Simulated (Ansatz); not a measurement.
For InSb (model structure, P6₃/mmc, No. 194, 4 atoms in the cell), PBE-D3(BJ) (Ansatz, a quantum-chemistry and plane-wave program, plane waves, PAW) gives:

- lattice parameter a = 4.180 Å
- lattice parameter c = 7.394 Å
- cohesive energy = 2.86 eV/atom

### Question
What does r²SCAN+rVV10 in Ansatz (plane waves, PAW) give for the same quantities?

### Answer

- lattice constant a: 4.213 Å (rises by 0.8 %)
- lattice parameter c: 7.294 Å (shrinks by 1.4 %)
- cohesive energy: 2.74 eV/atom (shrinks by 0.12 eV/atom)

Changes are worked out from the printed values.

Unless a cell is named, each level is at its own relaxed cell (PBE-D3(BJ) 27.98, r²SCAN+rVV10 28.03 Å³/atom).

Levels without +SOC leave out spin–orbit coupling, which shifts energies and cells of such heavy elements.

Ansatz's density-functional and Hartree–Fock values are scalar-relativistic unless marked +SOC, with PAW data made under PBE.

A model structure was made by putting elements into a prototype or built by hand; it is no filed structure, need not be a known phase, and can be a saddle point held by its symmetry.
